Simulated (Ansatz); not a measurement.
The starting structures come from a database of crystals and need not be the phases stable at ambient conditions.

```xyz
2
Lattice="3.9256 0.0000 0.0000 0.0000 3.9256 0.0000 1.9628 1.9628 2.8324" Properties=species:S:1:pos:R:3 pbc="T T T"
Zn     0.0000     0.0000     0.0000
Se     1.9628     3.9256     1.4162
```

The cell is strained (lengths across the current scaled by 0.98, ions clamped); by r2SCAN it stands under a pressure of 2.9 GPa.

Transport runs along the normal of the first two printed cell vectors, the (001) (indices of the unstrained crystal) plane of the conventional cell.

The gap is the functional's own. No spin-orbit coupling. Mid-gap values are those at the computed energy nearest the middle.

Q: Compute, with r2SCAN (Ansatz, a quantum-chemistry and plane-wave program), the band gap and the smallest decay constant κ at mid-gap.

A: Gap 2.02 eV on a 10×10×10 mesh; κ = 0.135 1/Å, at the zone centre.
